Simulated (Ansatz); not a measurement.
The reference is Pd in the fcc (Cu type) structure (space group Fm-3m, No. 225; a = 3.8414 Å; relaxed with 0.1 eV smearing). Axes: x, y, z lie along the cube axes.

Computed with LDA in Ansatz (plane waves to 420 eV, PAW, no spin-orbit coupling).

Strains are applied to the cell and any free atomic positions relax.

One change was made to it. Results:

```json
[
 {"quantity": "energy relative to the base (free energy F)", "base": "0 meV/atom", "after": "+2.6 meV/atom"},
 {"quantity": "pressure (mean of the normal stresses, compression positive)", "base": "0.0 GPa", "after": "-3.2 GPa"}
]
```

**Question.** What was done to the base?
(A) uniaxial strain ε_zz = −1.00 %
(B) uniaxial strain ε_zz = +1.50 %
(C) uniaxial strain ε_zz = +0.50 %

**Answer.** B, uniaxial strain ε_zz = +1.50 %. For comparison, the energy relative to the base in the other runs: uniaxial strain ε_zz = −1.00 % gives +1.2 meV/atom; uniaxial strain ε_zz = +0.50 % gives +0.3 meV/atom.

Whether these cells are dynamically stable was not tested. The final runs are not spin-polarised.

Ansatz is a first-principles code.
